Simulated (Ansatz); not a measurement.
System: interstitial O in 2H silicon carbide (neutral cell). The step: O moves alone to another site (a rearrangement that moves the defect's centre by under 1 Å); the atom moves 0.99 Å along (0.00, -0.32, 0.00) of the unit cell; the moving atom starts with neighbours C at 1.42; Si at 1.64, Si at 1.95 Å and ends with C at 1.42; Si at 1.64, Si at 1.95 Å. DFT values are from Ansatz (plane-wave PAW, 420 eV unless said) in a cell of 72 host sites, spin-restricted, static, with no finite-size correction. The host's phase is taken as given; its stability against other phases was not computed. The charge state is imposed; whether it is stable for some Fermi level was not computed. Sites that were not tried may lie lower. The order of the sites in energy changes with the mesh. For the PBE band: the saddle point's order was not checked, and it lies on a symmetry element of the cell, where a band can be held.

| Level | Forward barrier (eV) | Cost of the band or of the saddle's single point |
|---|---|---|
| CHGNet universal potential (has no charge state), its own band | 0.05 | - |
| PBE, the Γ point alone, band relaxed | 0.21 | very roughly 2.9 core-minutes |
| PBE, a 2×2×2 k-point mesh shifted by half a step along c, same geometries | 0.15 | about 40 core-seconds (a rough figure) |
| r2SCAN at 500 eV, the Γ point alone, same geometries | 0.22 | roughly 24 core-seconds |

Ansatz is an electronic-structure program.
